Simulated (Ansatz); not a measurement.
**La₂S₃ (space group P-3m1, No. 164; a hypothetical phase, not in the database extracts checked)**

Space group P-3m1 (No. 164); a = 4.6216 Å, b = 4.6216 Å, c = 6.9065 Å, α = 90.00°, β = 90.00°, γ = 120.00°

```json
[
 {"atom": "La", "site": "2d", "symmetry": "3m.", "x": "0.3333", "y": "0.6667", "z": "0.2371"},
 {"atom": "S", "site": "1a", "symmetry": "-3m.", "x": "0.0000", "y": "0.0000", "z": "0.0000"},
 {"atom": "S", "site": "2d", "symmetry": "3m.", "x": "0.6667", "y": "0.3333", "z": "0.3489"}
]
```

Calculations: PBEsol in Ansatz (plane waves to 420 eV, PAW, spin-orbit coupling left out). Settings: 8×8×5 k-points, 0.05 eV Fermi–Dirac smearing.

```yaml
volume_per_atom: 25.55 Å³
density: 4.86 g/cm³
band_gap: 2.11 eV, direct at Γ
hole_mass: 0.36 mₑ along c, 0.55 mₑ across
Lowest conduction-band minima above the VBM: Γ 2.11 eV; M (1/2, 0, 0) 2.21 eV; K (1/3, 1/3, 0) 2.26 eV
total_energy: -2997.618 eV/atom (σ→0; compares only within this code and set-up)
```

Masses are band curvatures over ±0.01 Å⁻¹ around the edge. Whether these cells are dynamically stable was not tested.

Ansatz is a program for electronic structure.
